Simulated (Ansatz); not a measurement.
Take La₂O₃ (space group P-3m1, No. 164; a = 3.906 Å, c = 6.040 Å) as the base. Axes: x lies along a and z along c of the hexagonal cell.

Calculations: PBEsol, PAW, 420 eV (Ansatz, a first-principles code; scalar-relativistic without spin-orbit coupling).

Strains are applied to the cell and any free atomic positions relax.

One change was made to it. Results:

| quantity | base | after |
|---|---|---|
| largest internal atomic displacement | – | 0.025 Å |
| pressure (mean of the normal stresses, compression positive) | 0.00 GPa | -1.75 GPa |
| band gap | 3.77 eV | 3.70 eV |

Question: What was done to the base?
A) uniaxial strain ε_yy = +1.61 %
B) isotropic strain −5.33 %
C) isotropic strain −4.99 %
D) strain tensor (xx, yy, zz, yz, xz, xy) = (+0.60, +0.04, +0.91, +0.32, −0.15, −1.66) %

Answer: D, strain tensor (xx, yy, zz, yz, xz, xy) = (+0.60, +0.04, +0.91, +0.32, −0.15, −1.66) %. For comparison, the pressure in the other runs: uniaxial strain ε_yy = +1.61 % gives -2.21 GPa; isotropic strain −5.33 % gives 30.61 GPa; isotropic strain −4.99 % gives 27.96 GPa.

Whether these cells are dynamically stable was not tested.
